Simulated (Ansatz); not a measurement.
**MoS2, carrier doping**

Start from MoS₂ (space group R3m, No. 160; a = 3.1531 Å, c = 17.9913 Å (hexagonal axes); layered, stacked along the Cartesian z axis).

Carriers are added at fixed cell with a uniform background; the Fermi–Dirac width is that of 300 K.

All numbers come from DFT with PBE-D3(BJ), PAW potentials and a 420 eV plane-wave cutoff in Ansatz (a first-principles code), no SOC.

Notes on the quantities. Fermi level from band edge: Fermi level relative to the doped band's edge (positive inside the band; to 0.05 eV).

```json
[
 {"change": "undoped", "Fermi level from band edge": "–", "gap between the host's bands": "0.76 eV"},
 {"change": "electrons 2.0×10^21 cm⁻³", "Fermi level from band edge": "+0.25 eV", "gap between the host's bands": "0.75 eV"},
 {"change": "electrons 3.0×10^21 cm⁻³", "Fermi level from band edge": "+0.30 eV", "gap between the host's bands": "0.74 eV"},
 {"change": "electrons 5.0×10^21 cm⁻³", "Fermi level from band edge": "+0.40 eV", "gap between the host's bands": "0.72 eV"},
 {"change": "electrons 7.0×10^21 cm⁻³", "Fermi level from band edge": "+0.50 eV", "gap between the host's bands": "0.71 eV"},
 {"change": "holes 2.0×10^21 cm⁻³", "Fermi level from band edge": "+0.70 eV", "gap between the host's bands": "0.80 eV"},
 {"change": "holes 3.0×10^21 cm⁻³", "Fermi level from band edge": "+0.80 eV", "gap between the host's bands": "0.81 eV"},
 {"change": "holes 5.0×10^21 cm⁻³", "Fermi level from band edge": "+0.95 eV", "gap between the host's bands": "0.81 eV"},
 {"change": "holes 7.0×10^21 cm⁻³", "Fermi level from band edge": "+1.00 eV", "gap between the host's bands": "0.81 eV"}
]
```

Carriers are added with a uniform compensating background; total energy and stress of such cells depend on the potential's zero and are not compared; many-body gap narrowing is missing at this level. No phonon test of stability was made.
